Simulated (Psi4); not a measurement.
Psi4 1.11, TPSS/def2-svpd: Si(H)2(Me)(Vi) (C=C[SiH2]C), 12 atoms. The geometry is a generated start, not checked to be a minimum at this level.

| Item | Value |
|---|---|
| task | gradient |
| method | tpss |
| basis | def2-svpd |
| memory | 7 GB |
| scf_type | df (default) |
| guess | auto, which took SAD (default) |
| diis_max_vecs | 10 (default) |
| scf_initial_accelerator | adiis (default) |
| e_convergence | 1e-08 (default) |
| d_convergence | 1e-08 (default) |
| basis functions (reference run) | 148 |
| grid points (reference run) | 2196109 |

```xyz
12

Si     0.4414    -0.6856     0.5781
C      1.7712     0.2434    -0.4131
C     -1.2548    -0.3876    -0.1936
C     -1.9962     0.6899     0.0102
H      0.7175    -2.1287     0.5479
H      0.4486    -0.2041     1.9660
H      1.5908     1.3152    -0.4094
H      2.7581     0.0743     0.0087
H      1.7985    -0.0797    -1.4502
H     -1.6469    -1.1549    -0.8523
H     -2.9634     0.8322    -0.4494
H     -1.6648     1.4856     0.6571
```
Charge 0, spin multiplicity 1.

Differences are taken against the run with dft_radial_points = 200, dft_spherical_points = 974, dft_pruning_scheme = none (default); no run here is proven converged. Single runs; times are not shown.

Settings tried, all else as in the reference:
- dft_radial_points = 75 (default), dft_spherical_points = 434
- dft_radial_points = 35, dft_spherical_points = 110
- dft_radial_points = 150, dft_spherical_points = 770
- dft_radial_points = 99, dft_spherical_points = 590, dft_pruning_scheme = treutler
- dft_radial_points = 75 (default), dft_spherical_points = 302 (default), dft_pruning_scheme = treutler
- dft_radial_points = 75 (default), dft_spherical_points = 302 (default), dft_pruning_scheme = robust
- dft_radial_points = 75 (default), dft_spherical_points = 302 (default)
- dft_radial_points = 99, dft_spherical_points = 590, dft_pruning_scheme = robust
- dft_radial_points = 99, dft_spherical_points = 590
- dft_radial_points = 25, dft_spherical_points = 50
- dft_radial_points = 50, dft_spherical_points = 194

**Question.** Sort the settings: which keep to the reference within 0.10 meV/atom in energy, 1.0 meV/Å in forces (largest component), and which don't?

**Answer.** Within it: dft_radial_points = 150, dft_spherical_points = 770; dft_radial_points = 99, dft_spherical_points = 590; dft_radial_points = 99, dft_spherical_points = 590, dft_pruning_scheme = robust; dft_radial_points = 75 (default), dft_spherical_points = 434. At the edge (between 0.75 and 1.33 times the tolerance): dft_radial_points = 75 (default), dft_spherical_points = 302 (default), dft_pruning_scheme = robust; dft_radial_points = 75 (default), dft_spherical_points = 302 (default). Outside: dft_radial_points = 50, dft_spherical_points = 194; dft_radial_points = 75 (default), dft_spherical_points = 302 (default), dft_pruning_scheme = treutler; dft_radial_points = 99, dft_spherical_points = 590, dft_pruning_scheme = treutler; dft_radial_points = 35, dft_spherical_points = 110; dft_radial_points = 25, dft_spherical_points = 50.

| setting | grid points | energy against the reference | difference in forces (largest component) |
|---|---|---|---|
| the reference | 2196109 | — | — |
| dft_radial_points = 150, dft_spherical_points = 770 | 1310680 | under 0.001 meV/atom | 0.074 meV/Å |
| dft_radial_points = 99, dft_spherical_points = 590 | 665057 | under 0.001 meV/atom | 0.20 meV/Å |
| dft_radial_points = 99, dft_spherical_points = 590, dft_pruning_scheme = robust | 467331 | under 0.001 meV/atom | 0.20 meV/Å |
| dft_radial_points = 75 (default), dft_spherical_points = 434 | 372565 | +0.0070 meV/atom | 0.60 meV/Å |
| dft_radial_points = 75 (default), dft_spherical_points = 302 (default), dft_pruning_scheme = robust | 178587 | +0.011 meV/atom | 0.96 meV/Å |
| dft_radial_points = 75 (default), dft_spherical_points = 302 (default) | 259411 | +0.012 meV/atom | 0.97 meV/Å |
| dft_radial_points = 50, dft_spherical_points = 194 | 112837 | +0.41 meV/atom | 4.8 meV/Å |
| dft_radial_points = 75 (default), dft_spherical_points = 302 (default), dft_pruning_scheme = treutler | 143739 | +0.028 meV/atom | 10 meV/Å |
| dft_radial_points = 99, dft_spherical_points = 590, dft_pruning_scheme = treutler | 349539 | +0.018 meV/atom | 10 meV/Å |
| dft_radial_points = 35, dft_spherical_points = 110 | 44899 | −5.5 meV/atom | 40 meV/Å |
| dft_radial_points = 25, dft_spherical_points = 50 | 14614 | +52 meV/atom | 150 meV/Å |

Total energies are compared; such shifts often cancel in part in energy differences. The gradients leave out the derivatives of the grid weights. The tolerance is a choice made for this comparison.
